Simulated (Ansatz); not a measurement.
Some atoms of an NVE trajectory of composition Si15As, cell Si60As4, brought to this temperature after a much hotter stage, at a temperature that wasn't checked against the liquidus, so perhaps supercooled [in the run: it was liquid; mean temperature 1821 K (target 1840 K); density 2.56 g/cm³; mean pressure -0.5 GPa against a target of 0]; time step 2.0 fs, velocity Verlet. These are PBE (plane waves, PAW; Ansatz, a first-principles code) values and carry that method's errors. On the run's last frame a denser k-mesh moved the forces by 0.098 eV/Å rms, the static pressure by 0.10 GPa and the free energy by 7 meV/atom, which is about how far such values are converged.

| atom | mass (u) | x y z (Å) | v (Å/fs) | F (eV/Å) |
|---|---|---|---|---|
| Si20 | 28.085 | 2.42347 7.81366 14.68583 | -0.009390 0.011877 0.009675 | -0.6269 0.0639 -0.3887 |
| Si28 | 28.085 | 5.32911 13.89043 7.29934 | -0.003996 0.000841 0.002680 | 1.5297 0.4384 -0.6387 |
| Si40 | 28.085 | 8.19889 10.97632 -3.53709 | -0.009730 0.001880 0.000760 | -0.1343 -1.2766 1.3871 |
| Si49 | 28.085 | 3.78632 6.06329 10.03659 | 0.000499 -0.011176 0.011958 | -0.3726 -0.3675 0.3242 |

Q: Give their positions one step later.

A: x' = x + vΔt + FΔt²/(2m), with 1 eV/(Å·u) = 0.0096485 Å/fs².
```tsv
atom	x' y' z' (Å)
Si20	2.40426 7.83745 14.70491
Si28	5.32216 13.89241 7.30426
Si40	8.17934 10.97920 -3.53462
Si49	3.78706 6.04069 10.06073
```
